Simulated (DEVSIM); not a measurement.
DEVSIM, 1D drift-diffusion, Boltzmann statistics, complete ionisation; no tunnelling, impact ionisation, image-force lowering or self-heating.

Device: abrupt Si n-p junction, at 350 K.

| layer (left to right) | material | thickness (μm) | Nd (cm⁻³) | Na (cm⁻³) | τn (s) | τp (s) |
|---|---|---|---|---|---|---|
| 1 | Si | 0.450 | 9.2e16 | - | 0.00011 | 0.00011 |
| 2 | Si | 41.0 | - | 1.5e15 | 0.00011 | 0.00011 |

Left contact: ohmic. Right contact: ohmic. Voltage is applied to the left contact. Recombination: SRH at mid-gap. Gap narrowing is on: ΔEg = 6.92 meV × (l + √(l² + 0.5)), l = ln(N/1.3e17 cm⁻³), shared equally by both band edges. Mobility is μmin + (μ − μmin)/(1 + (N/Nref)^α).

The device is made up for the run: typed textbook-type constants, with dimensions and the other settings drawn at random. Values at 300 K; Nc and Nv go as T^1.5, mobilities as T to minus their exponent, the gap by Varshni's rule with the affinity fixed. The table also holds parameters that only a changed run uses.

| parameter | Si |
|---|---|
| gap (eV) | 1.124 |
| affinity (eV) | 4.05 |
| permittivity | 11.7 |
| Nc (cm⁻³) | 2.86e19 |
| Nv (cm⁻³) | 3.1e19 |
| μn (cm²/Vs) | 1417 |
| μp (cm²/Vs) | 470 |
| μn,min | 52 |
| μp,min | 45 |
| Nref,n | 9.7e16 |
| Nref,p | 2.2e17 |
| αn | 0.68 |
| αp | 0.72 |
| T exponent of μn | 2.3 |
| T exponent of μp | 2.2 |
| Cn (cm⁶/s) | 2.8e-31 |
| Cp (cm⁶/s) | 9.9e-32 |
| Varshni α (eV/K) | 0.000473 |
| Varshni β (K) | 636 |

One input was changed, with this effect: dark forward voltage at 1 A/cm² 0.487 → 0.584 V.

Q: Which change was it?
A) thickness of layer 2 41 → 200 μm
B) minority lifetime in layer 2 0.00011 → 0.0011 s
C) constant mobility in place of the doping-dependent one
D) Auger recombination switched on
E) minority lifetime in layer 1 0.00011 → 0.00033 s

A: A, thickness of layer 2 41 → 200 μm
